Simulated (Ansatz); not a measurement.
Start from Al in the fcc (Cu type) structure (space group Fm-3m, No. 225; a = 4.014 Å).

The values are results of Kohn–Sham DFT with the PBEsol functional, run in Ansatz (a first-principles code) with PAW and 420 eV plane waves, spin-orbit coupling left out, not measurements.

For the base:

The volume per atom is 16.17 Å³.

Perturbation: hydrostatic tension (pressure −1 GPa).

Task: Predict the new volume per atom.

Result: The volume per atom goes up by 0.21 Å³, from 16.17 Å³ to 16.38 Å³.

Load acts through the strain it causes; cell and atoms are relaxed under it. No phonon test of stability was made.
